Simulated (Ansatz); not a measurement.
PbSe under a change: Pb → Sb

The reference is PbSe in the rock salt structure (space group Fm-3m, No. 225; a = 6.1780 Å).

Perturbation: full substitution Pb → Sb; the structure is relaxed again.

Method: r2SCAN (Ansatz, a first-principles code, PAW, without spin-orbit coupling). k-mesh 14×14×14 (Γ-centred); smearing 0.05 eV (Fermi–Dirac), for the changed cell.

```yaml
volume_per_atom: 26.52 Å³ (base 29.48 Å³)
density: 6.28 g/cm³ (base 8.06 g/cm³)
lattice_parameter_a: 5.964 Å (base 6.178 Å)
space_group: Fm-3m (No. 225) (base Fm-3m (No. 225))
shortest_interatomic_distance: 2.982 Å (base 3.089 Å)
band_gap: zero (base 0.67 eV)
```

Cost of the whole job for the changed cell (relaxation, final SCF and bands): very roughly 100 core-seconds.

With Pb present, leaving out spin-orbit coupling can change the band edges. Whether these cells are dynamically stable was not tested. As relaxed here, SbSe is a hypothetical phase, not in the database extracts checked. The final runs are not spin-polarised. An odd electron count without spin: SbSe.
